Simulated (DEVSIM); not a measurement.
Structure: Cr/SiO2/p-Si capacitor, at 300 K.

```tsv
layer (left to right)	material	thickness (nm)	Na (cm⁻³)
1	SiO2	26.0	-
2	Si	550	1.1e18
```

Metal gate on the left, work function 4.5 eV. Fixed charge at the semiconductor interface 1.48e12 cm⁻² (in units of +e); no interface traps.

Constants are typed, rounded textbook-type inputs, not results; the design itself was drawn at random and stands for no fabricated device. Values at 300 K.

```tsv
parameter	SiO2	Si
gap (eV)	9	1.124
affinity (eV)	0.9	4.05
permittivity	3.9	11.7
Nc (cm⁻³)	-	2.86e19
Nv (cm⁻³)	-	3.1e19
```

Model (solved in DEVSIM): 1D Poisson equation in equilibrium, Boltzmann statistics, complete ionisation; no quantum confinement or tunnelling. Metal contacts follow the ideal Schottky-Mott rule: no Fermi-level pinning, no interface dipoles.

Question: Tabulate band edges, carrier densities and field at 2.0 V on the gate.

Answer: Energies count from the Fermi level of the right contact; mesh points crowd at the junctions.

```tsv
x (μm)	Ec (eV)	Ev (eV)	n (cm⁻³)	p (cm⁻³)	field (V/cm)
0.000	1.600	-7.400	< 1e2	< 1e2	730000
0.001163	1.685	-7.315	< 1e2	< 1e2	730000
0.003385	1.848	-7.152	< 1e2	< 1e2	730000
0.007630	2.159	-6.841	< 1e2	< 1e2	730000
0.01741	2.876	-6.124	< 1e2	< 1e2	730000
0.02211	3.220	-5.780	< 1e2	< 1e2	730000
0.02457	3.400	-5.600	< 1e2	< 1e2	730000
0.02612	0.360	-0.764	2.5e13	4600000	470000
0.02745	0.421	-0.703	2.4e12	4.9e7	450000
0.03016	0.536	-0.588	2.8e10	4.2e9	400000
0.03565	0.732	-0.392	1.5e7	7.9e12	310000
0.05173	1.013	-0.111	280	4.2e17	55000
0.07949	1.038	-0.086	110	1.1e18	64
0.1359	1.038	-0.086	110	1.1e18	≈ 0
0.3102	1.038	-0.086	110	1.1e18	≈ 0
0.4457	1.038	-0.086	110	1.1e18	≈ 0
0.5125	1.038	-0.086	110	1.1e18	≈ 0
0.5453	1.038	-0.086	110	1.1e18	≈ 0
0.5648	1.038	-0.086	110	1.1e18	≈ 0
0.5711	1.038	-0.086	110	1.1e18	≈ 0
0.5742	1.038	-0.086	110	1.1e18	≈ 0
0.5760	1.038	-0.086	110	1.1e18	≈ 0
```
